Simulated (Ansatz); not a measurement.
Start from CrCuO2 (space group R-3m, No. 166; ferromagnetic).

```yaml
crystal:
  lattice:
    - [1.48189, 0.85557, 5.64014]
    - [-1.48189, 0.85557, 5.64014]
    - [0.00000, -1.71114, 5.64014]
  atoms:
    - { symbol: Cu, position: [0.00000, 0.00000, 0.00000] }
    - { symbol: Cr, position: [0.50000, 0.50000, 0.50000] }
    - { symbol: O, position: [0.10812, 0.10812, 0.10812] }
    - { symbol: O, position: [0.89188, 0.89188, 0.89188] }
```

Cartesian axes are those of the cell as printed.

Method: Ansatz (a quantum-chemistry and plane-wave program), PBEsol, PAW, cutoff 420 eV, no spin-orbit coupling.

Before the change:

```
Quantity               Value
-------------------  -------
Smallest direct gap  1.16 eV
Band gap             0.92 eV
```

It is then changed as follows: uniaxial strain ε_xx = +0.27 %, all other strain components held at zero, atoms relaxed at fixed cell.

Question: What happens to the smallest direct gap, band gap and stress?

Answer: The smallest direct gap is still 1.16 eV; the band gap rises by 0.02 eV, from 0.92 eV to 0.94 eV; the stress (xx, yy, zz, yz, xz, xy; compression positive) comes out as (-0.7, -0.2, -0.4, 0.0, 0.0, 0.0) GPa.

No phonon test of stability was made. No Hubbard U is applied and the magnetic state is the run's own (CrCuO2 ferromagnetic); small cells can't hold the antiferromagnetic order that many such compounds have, so gaps and moments can be off. A gap here joins edges of opposite spin (a spin-flip gap).
